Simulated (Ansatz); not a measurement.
Take BN in the zinc blende structure (space group F-43m, No. 216; a = 3.581 Å) as the base.

Level of theory: Kohn–Sham DFT with the LDA functional, run in Ansatz (an electronic-structure program) with PAW and 420 eV plane waves, no spin-orbit coupling.

Modification: every lattice vector is shortened by 1.00 %; the atoms relax in the strained cell.

Problem. What happens to the mean gap deformation potential ΔEg/Δln V and energy relative to the base?

Solution. The mean gap deformation potential ΔEg/Δln V is -1.2 eV; the energy goes up by 6.7 meV/atom.

No phonon test of stability was made.
